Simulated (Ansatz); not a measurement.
Band structure of Mo (Im-3m, 1 atom in the cell).

```
Mo
1.0
   -1.55784     1.55784     1.55784
    1.55784    -1.55784     1.55784
    1.55784     1.55784    -1.55784
Mo
1
Direct
  0.00000   0.00000   0.00000
```

Method: PBE, PAW files (plane waves; Ansatz, an electronic-structure program).

Settings: kpoints.mp_grid.grid = 10 10 10; hamiltonian.xc = pbe; hamiltonian.pseudopotentials = {kind: paw} (an earlier, softer set of the program's PAW files); scf.occupations.method = gaussian; scf.occupations.width = 0.0037 Ry; kpoints.band_path.npoints = 8.

The starting cell comes from a database of computed structures (which also holds hypothetical and non-ambient phases and stackings), without a prior relaxation at this level. Its lattice was rescaled by a random factor within 2.5 % of one. Spin polarisation is off.

Levels in eV from the Fermi level, bands 4 to 10:
```
point       4      5      6      7      8     9    10
-----  ------  -----  -----  -----  -----  ----  ----
Γ      -34.57  -7.46  -1.54  -1.54  -1.54  1.61  1.61
H      -35.63  -5.82  -5.82   4.06   4.06  4.06  9.20
N      -34.58  -5.64  -3.68   1.63   1.66  2.31  4.87
P      -35.36  -2.82  -2.82  -2.82   2.45  2.45  9.82
```

Bands cross the Fermi level along this path, so the cell is metallic at this level.

Keys are those of Ansatz 0.2.
